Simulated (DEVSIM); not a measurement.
Structure: illuminated GaAs p-on-n cell, one wavelength, at 400 K.

```tsv
layer (left to right)	material	thickness (μm)	Nd (cm⁻³)	Na (cm⁻³)	τn (s)	τp (s)	absorption coefficient (cm⁻¹)
1	GaAs	0.400	-	1.7e18	1e-8	6.9e-10	78000
2	GaAs	3.80	5.6e16	-	2.1e-8	2.1e-8	78000
```

Left contact: ohmic, minority electron recombination velocity 3e5 cm/s. Right contact: ohmic, minority hole recombination velocity 30000 cm/s. Voltage is applied to the left contact. Recombination: SRH at mid-gap, radiative, Auger. Light enters at the left, 2.6e16 photons cm⁻² s⁻¹, one pass, no reflection. Mobility is μmin + (μ − μmin)/(1 + (N/Nref)^α).

Constants are typed, rounded textbook-type inputs, not results; the design itself was drawn at random and stands for no fabricated device. Values at 300 K; Nc and Nv go as T^1.5, mobilities as T to minus their exponent, the gap by Varshni's rule with the affinity fixed.

```
parameter             GaAs
----------------  --------
gap (eV)             1.424
affinity (eV)         4.07
permittivity          12.9
Nc (cm⁻³)           4.7e17
Nv (cm⁻³)             9e18
μn (cm²/Vs)           8500
μp (cm²/Vs)            400
μn,min                 500
μp,min                  20
Nref,n                6e16
Nref,p              1.5e17
αn                    0.39
αp                    0.38
T exponent of μn       2.1
T exponent of μp       2.2
B (cm³/s)            2e-10
Cn (cm⁶/s)           1e-30
Cp (cm⁶/s)           1e-30
Varshni α (eV/K)  0.000541
Varshni β (K)          204
```

DEVSIM, 1D drift-diffusion, Boltzmann statistics, complete ionisation; no tunnelling, impact ionisation, image-force lowering or self-heating.

The photon flux was swept, all else fixed.

| photon flux (cm^-2 s^-1) | short-circuit current (mA/cm²) | fill factor | largest power (mW/cm²) | open-circuit voltage (V) |
|---|---|---|---|---|
| 7.8e14 | 0.107 | 0.66 | 0.0373 | 0.526 |
| 2.6e15 | 0.356 | 0.70 | 0.148 | 0.592 |
| 7.8e15 | 1.07 | 0.73 | 0.506 | 0.646 |
| 2.6e16 | 3.56 | 0.76 | 1.90 | 0.699 |
| 7.8e16 | 10.7 | 0.79 | 6.25 | 0.744 |
| 2.6e17 | 35.6 | 0.81 | 22.7 | 0.790 |
| 7.8e17 | 107 | 0.82 | 72.6 | 0.830 |

From the first row to the last the short-circuit current goes from 0.107 to 107. From the first row to the last the fill factor goes from 0.66 to 0.82.
